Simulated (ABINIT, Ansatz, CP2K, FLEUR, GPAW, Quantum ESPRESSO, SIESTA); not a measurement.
# Code comparison for Mg3Zn (P-6m2, 4 atoms in the cell)

Self-consistent single point.

```
CELL_PARAMETERS angstrom
      3.10135     0.00000     0.00000
     -1.55068     2.68585     0.00000
      0.00000     0.00000     9.69360
ATOMIC_POSITIONS crystal
  Mg 0.00000 0.00000 0.00000
  Mg 0.66667 0.33333 0.73091
  Mg 0.66667 0.33333 0.26909
  Zn 0.00000 0.00000 0.50000
```

All programs got the same cell, k-point mesh and kind of occupations (in Ansatz's words: kpoints.mp_grid.grid = 8 8 3; scf.occupations.method = gaussian; scf.occupations.width = 0.1 eV); potentials, basis and cutoffs are each program's usual ones.

```
code                                                                                                                                 model  pressure (GPa)  largest force (eV/Å)  k-points         cutoff
----------------  ------------------------------------------------------------------------------------------------------------------------  --------------  --------------------  --------  -------------
SIESTA            LDA PW92, numerical atomic orbitals DZP, PseudoDojo LDA standard norm-conserving potentials (rewritten from UPF to PSML)           -2.52                 0.082       110    grid 400 Ry
GPAW                                                                         LDA (Perdew-Wang 92), GPAW PAW datasets LDA (gpaw-data 1.0.1)           -2.04                 0.082        20         850 eV
FLEUR                                                         LDA (Perdew-Zunger), all-electron FLAPW (FLEUR), scalar-relativistic valence               –                 0.078        20  Kmax 4 1/bohr
Quantum ESPRESSO                                                                       LDA (PZ), GBRV 1.5 ultrasoft (LDA) pseudopotentials           -2.21                 0.079        20          50 Ry
ABINIT                                                                                                  LDA (PW92), PAW (JTH v2.0 LDA PAW)           -1.99                 0.080        20          60 Ry
CP2K                                                  LDA (Pade form), GPW, DZVP-MOLOPT-SR-GTH basis, GTH-PADE potentials (GTH_POTENTIALS)           -0.79                 0.297        98   grid 1000 Ry
Ansatz                                                                                                 LDA (PW92), PAW files made with PBE           -2.03                 0.081        20         420 eV
```

A dash marks a value that a program does not give, or that is left out as unsure.

The spread over the programs that give each value: pressure within 1.73 GPa; largest force within 0.219 eV/Å.

The starting cell comes from a database of computed structures (which also holds hypothetical and non-ambient phases and stackings), without a prior relaxation at this level.

Problem. Why do the programs differ, and what cannot be compared?

Solution. Differences of this kind can come from the potentials, where these differ, and from what each basis and cutoff leave unconverged. The valence holds different numbers of electrons (SIESTA 50, GPAW 42, FLEUR 42, Quantum ESPRESSO 50, ABINIT 42, CP2K 42, Ansatz (an electronic-structure program) 42). The zero of total energies and Fermi levels follows the potentials and each program's conventions, so they are not compared here. SIESTA and CP2K use small atom-centred bases, whose incompleteness enters pressures, forces and empty levels differently from a plane-wave cutoff. FLEUR treats all electrons, but the usual bases taken here (sphere radii, linearisation, local orbitals, empty states) were not tested for convergence, so the values are no reference for the others. Ansatz's pressure is given at a fixed set of plane waves, as the other plane-wave codes print theirs. The same LDA comes in different parametrisations, which differ slightly. The programs reduce the same mesh by symmetry to different extents, which changes the work and not the result. In the pressure, CP2K (by 1.24) lies more than 1 GPa from the median of the plane-wave programs. In the force vectors, CP2K (by 0.217) lies more than 0.08 eV/Å from the median of the plane-wave programs.

Left out of this page: Elk (not drawn, or without a comparable value).

Keys are those of Ansatz 0.2.
